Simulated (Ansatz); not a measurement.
Output of an Ansatz run (abridged):

```
WARN ansatz: RAYON_NUM_THREADS=1 ignored (pool sized by the plan → 1); use --threads N
basis.fft_grid_basis auto: the FFT boxes are laid along the combinations [[1, 0, 1], [0, 1, 1], [0, 0, 1]] of the cell's own vectors, 3.337, 3.337 and 4.742 Å …
Pseudopotentials: kind: paw
Pseudopotential: Ge, paw, valence charge 14
Pseudopotential: Mo, paw, valence charge 14
Crystal: 3 atoms, lattice volume = 45.802 Å³
Basis set: ecut = 420 eV, 897 PW (Γ), FFT grids on a1+a3, a2+a3, a3
Bands: 26, of which v1, the nominal top of the filled ones, is band 21 counted from 1 (20 counted from 0)
Symmetry: 8 space group operations
Space group: I4mm (ITA 107), of the structure as read, at distance tolerance 3.6e-5 Å
k-points: 244 of 2744 (time reversal used)
PAW frozen core: Ge, regenerated for the run's functional, and the local potential with it
PAW frozen core: Mo, regenerated for the run's functional, and the local potential with it
Initial density: superposition of atomic densities (neutral atoms: chi_scale 0, normalization atom), corrected by the library's trained network
Initial wavefunctions: pseudopotential atomic-orbital guess
Eigensolver: davidson
Functional: x = slater, c = lda
SCF iter   1: F=—  HF=-13274.936360 eV  |F-HF|=—  |Δ(HF+E_count)|=         —  Δρ=7.70e-3  dr2=1.90e-2  ethr=1.77e-3  ⟨swp⟩=5.3  Hψ=24714  notcnv=0
all-band conjugate gradients solve this SCF's bands
preconditioner: auto → Kerker (q_TF=auto, 2.689 Å⁻¹)
SCF iter   2: F=—  HF=-13274.933294 eV  |F-HF|=—  |Δ(HF+E_count)|=   3.07e-3  Δρ=3.67e-3  dr2=3.31e-3  ethr=4.52e-5  ⟨swp⟩=2.7  Hψ=12327  notcnv=0
SCF iter   3: F=—  HF=-13274.932609 eV  |F-HF|=—  |Δ(HF+E_count)|=   6.85e-4  Δρ=1.38e-3  dr2=5.54e-4  ethr=7.87e-6  ⟨swp⟩=1.2  Hψ=6187  notcnv=0
SCF iter   4: F=—  HF=-13274.932441 eV  |F-HF|=—  |Δ(HF+E_count)|=   1.68e-4  Δρ=2.98e-4  dr2=4.47e-5  ethr=1.32e-6  ⟨swp⟩=3.0  Hψ=11484  notcnv=0
SCF iter   5: F=—  HF=-13274.932422 eV  |F-HF|=—  |Δ(HF+E_count)|=   1.84e-5  Δρ=1.19e-4  dr2=4.99e-6  ethr=1.06e-7  ⟨swp⟩=2.0  Hψ=10272  notcnv=0
SCF iter   6: F=—  HF=-13274.932421 eV  |F-HF|=—  |Δ(HF+E_count)|=   1.71e-6  Δρ=2.32e-5  dr2=2.51e-7  ethr=1.19e-8  ⟨swp⟩=2.0  Hψ=9526  notcnv=0
SCF iter   7: F=-13274.932421 eV  HF=-13274.932421 eV  |F-HF|=1.55e-8  |Δ(HF+E_count)|=   2.68e-8  Δρ=5.39e-6  dr2=2.37e-8  ethr=2.38e-10  ⟨swp⟩=6.4  Hψ=22546  notcnv=0
SCF 1 converged in 7 iterations: F = -13274.932421 eV  dr2 = 2.37e-8
SCF converged after 7 iterations
Free energy (F): -13274.932421 eV
Harris-Foulkes:  -13274.932421 eV  (|F-HF|=1.55e-8)
Internal energy: -13274.928385 eV  (E = F + TS)
E sigma→0 (E₀):  -13274.930403 eV
Entropy (-TS):   -0.004036 eV (-1.345 meV/atom)
Fermi energy:    16.370713 eV
--- Per-component energies (eV) ---
  E_band       = -200.146049
  E_kinetic    = 668.668110
  E_local      = -4705.545344  (includes V_loc(G=0)·N_el)
  E_nonlocal   = 991.871078
  E_hartree    = 1994.413401
  E_xc         = -335.172184
  E_vxc        = -362.036626  (∫ρ·V_xc dr)
  E_paw        = -6972.569301  (= ΣΔE_a)
  E_vpaw       = -781.929568  (= ΣTr[D̂ρ^β])
  E_aug_tail   = 0.000692  (compensation charges beyond the density's cutoff)
  E_ewald      = -4920.884304
  E_core_change = 4.289469  (= ΣΔE_core)
  E_smearing   = -0.004036  (= −TS)
  E_closure    = 0.000000  (closes the sum)
  Σ components = -13274.932421   (vs F -13274.932421, Δ=0.00e0)
--- Forces (eV/Å), atoms counted from 1 ---
  atom   1  Ge     0.00000000     0.00000000    -0.55883782
  atom   2  Ge    -0.00000000    -0.00000000     0.37056449
  atom   3  Mo    -0.00000000    -0.00000000     0.18827970
  max |Σ_I F_I| component: 6.37e-6 eV/Å
--- Stress (GPa, compression-positive) ---
       -8.810378      -0.000000      -0.000000
       -0.000000      -8.810378       0.000000
       -0.000000       0.000000      -8.160742
  P = ⅓ Tr σ = -8.5938 GPa (-85.938 kbar)
  The stress holds the Pulay correction. Without it, at fixed plane waves, as pw.x and ABINIT print it: P = -8.6313 GPa
--- Band table (eV; the first three rows and the last of 244) ---
  k-point 0: bands = ["-44.3182", "-18.4894", "-18.4336", "-18.4336", "-8.3417", "-8.3371", "-8.3006", "-8.2901", "-8.2901", "-8.2568", "-8.2411", "-8.2401", "-8.2401", "-8.1979", "2.9674", "10.6939", "11.6927", "13.9069", "14.0827", "14.0827", [...]
  k-point 1: bands = ["-44.3171", "-18.4878", "-18.4413", "-18.4405", "-8.3430", "-8.3336", "-8.3027", "-8.2936", "-8.2898", "-8.2529", "-8.2476", "-8.2415", "-8.2328", "-8.1963", "3.1120", "10.8207", "11.4171", "13.7942", "13.9418", "14.4856", [...]
  k-point 2: bands = ["-44.3143", "-18.4832", "-18.4625", "-18.4598", "-8.3498", "-8.3250", "-8.3052", "-8.2999", "-8.2879", "-8.2521", "-8.2455", "-8.2452", "-8.2259", "-8.1914", "3.5372", "10.9105", "11.1649", "13.1024", "14.0507", "15.1630", [...]
  k-point 243: bands = ["-44.3179", "-18.5001", "-18.4336", "-18.4336", "-8.3778", "-8.3453", "-8.3349", "-8.3260", "-8.3260", "-8.2334", "-8.2072", "-8.2072", "-8.2045", "-8.1916", "4.5809", "6.2959", "13.6899", "14.7846", "15.8892", "15.8892", [...]
```

The structure:

```
CELL_PARAMETERS angstrom
     -1.66840     1.66840     4.11366
      1.66840    -1.66840     4.11366
      1.66840     1.66840    -4.11366
ATOMIC_POSITIONS crystal
  Ge 0.66775 0.66775 0.00000
  Ge 0.33833 0.33833 0.00000
  Mo 0.00000 0.00000 0.00000
```

Q: What input produced this log?

A: Other spellings and defaults could give the same log, and not every line can be read from it. The input that was run (DFT, LDA (PW92), plane waves, default PAW files made with PBE):

Ansatz 0.2 input:
```yaml
# Ge2Mo
crystal:
  lattice:
    - [-1.66839500, 1.66839500, 4.11365600]
    - [1.66839500, -1.66839500, 4.11365600]
    - [1.66839500, 1.66839500, -4.11365600]
  atoms:
    - { symbol: Ge, position: [0.66774700, 0.66774700, 0.00000000] }
    - { symbol: Ge, position: [0.33833000, 0.33833000, 0.00000000] }
    - { symbol: Mo, position: [0.00000000, 0.00000000, 0.00000000] }
basis:
  ecutwfc: 420.0
kpoints:
  mp_grid:
    grid: [14, 14, 14]
hamiltonian:
  xc: lda
  pseudopotentials:
    kind: paw
scf:
  occupations:
    method: gaussian
    width: 0.1
output:
  forces: true
  eigenvalues: true
  stress: true
```

The starting cell comes from a database of computed structures (which also holds hypothetical and non-ambient phases and stackings), without a prior relaxation at this level. Its lattice was rescaled by up to half a per cent. One atom was moved a little off its site on purpose. Spin polarisation is off. With a pressure of about -9 GPa the cell is away from its equilibrium volume at this level. Ansatz's pressure includes its estimate of the finite-basis (Pulay) stress.

Ansatz is a quantum-chemistry and plane-wave program.
